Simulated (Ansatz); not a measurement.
The starting structures come from a database of crystals and need not be the phases stable at ambient conditions.

 Where the default PAW files enter, the runs use the earlier of Ansatz's two default sets.

```yaml
crystal:
  lattice:
    - [5.17526, 0.00000, 0.00000]
    - [0.00000, 7.31892, 0.00000]
    - [0.00000, 3.65946, 3.65946]
  atoms:
    - { symbol: Sn, position: [0.50000, 0.00000, 0.50000] }
    - { symbol: Sn, position: [0.00000, 0.50000, 0.00000] }
    - { symbol: Sn, position: [0.50000, 0.50000, 0.50000] }
    - { symbol: Sn, position: [0.00000, 0.00000, 0.00000] }
    - { symbol: O, position: [0.16110, 0.66110, 0.50000] }
    - { symbol: O, position: [0.83890, 0.33890, 0.50000] }
    - { symbol: O, position: [0.66110, 0.83890, 0.00000] }
    - { symbol: O, position: [0.33890, 0.16110, 0.00000] }
    - { symbol: O, position: [0.83890, 0.16110, 0.17780] }
    - { symbol: O, position: [0.16110, 0.83890, 0.82220] }
    - { symbol: O, position: [0.33890, 0.33890, 0.32220] }
    - { symbol: O, position: [0.66110, 0.66110, 0.67780] }
```

Space group of this cell: Pa-3. The cell is taken as given; by r2SCAN its mean pressure is -9.1 GPa.

Transport runs along the normal of the first two printed cell vectors, the (110) plane of the conventional cell.

No gap correction and no spin-orbit coupling; mid-gap values are interpolated between computed energies.

Estimate the band gap and the smallest decay constant κ at mid-gap that Ansatz (a quantum-chemistry and plane-wave program) with r2SCAN returns for this system.

Gap 1.12 eV on a 8×8×8 mesh; κ = 0.115 1/Å, at the zone centre.
